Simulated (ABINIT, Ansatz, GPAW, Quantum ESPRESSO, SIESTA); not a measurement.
# Code comparison for Ir (Fm-3m, 1 atom in the cell)

Self-consistent single point.

```
Ir
1.0
    0.00000     1.95067     1.95067
    1.95067     0.00000     1.95067
    1.95067     1.95067     0.00000
Ir
1
Direct
  0.00000   0.00000   0.00000
```

Shared settings, as Ansatz (a first-principles code) writes them: kpoints.mp_grid.grid = 8 8 8; scf.occupations.method = gaussian; scf.occupations.width = 0.01 Ry. Potentials and cutoffs stand in the table.

| code | model | pressure (GPa) | cutoff |
|---|---|---|---|
| SIESTA | GGA PBE, numerical atomic orbitals TZP, PseudoDojo PBE standard norm-conserving potentials (rewritten from UPF to PSML) | -10.14 | grid 300 Ry |
| GPAW | PBE, GPAW PAW datasets PBE (gpaw-data 1.0.1) | -7.67 | 550 eV |
| Quantum ESPRESSO | PBE, PSlibrary PAW (PBE) pseudopotentials | -7.14 | 35 Ry |
| ABINIT | PBE, PAW (JTH v2.0 PBE PAW) | -6.78 | 20 Ha |
| Ansatz | PBE, default PAW files | -6.51 | default |

On Ansatz's run: spin-orbit coupling is off. Spin polarisation is off.

The spread over the programs that give each value: pressure within 3.63 GPa.

SIESTA uses small atom-centred bases, whose incompleteness enters pressures, forces and empty levels differently from a plane-wave cutoff. Ansatz's pressure is given at a fixed set of plane waves, as the other plane-wave codes print theirs; with its correction for the finite basis it is -6.43 GPa. In the pressure, SIESTA (by 3.18) lies more than 1 GPa from the median of the plane-wave programs.

On the base mesh (14 14 14) the same programs gave: Ansatz pressure -7.62 GPa; Quantum ESPRESSO pressure -8.25 GPa; ABINIT pressure -7.90 GPa; GPAW pressure -8.74 GPa; SIESTA pressure -11.37 GPa.

The values differ from the base mesh's, so the mesh still matters here: the table compares the programs at equal settings.

The starting cell comes from a database of computed structures (which also holds hypothetical and non-ambient phases and stackings), without a prior relaxation at this level. Its lattice was rescaled by a random factor within 2.5 % of one.

Left out of this page: Elk and FLEUR (not drawn, or without a comparable value).

Keys are those of Ansatz 0.2.
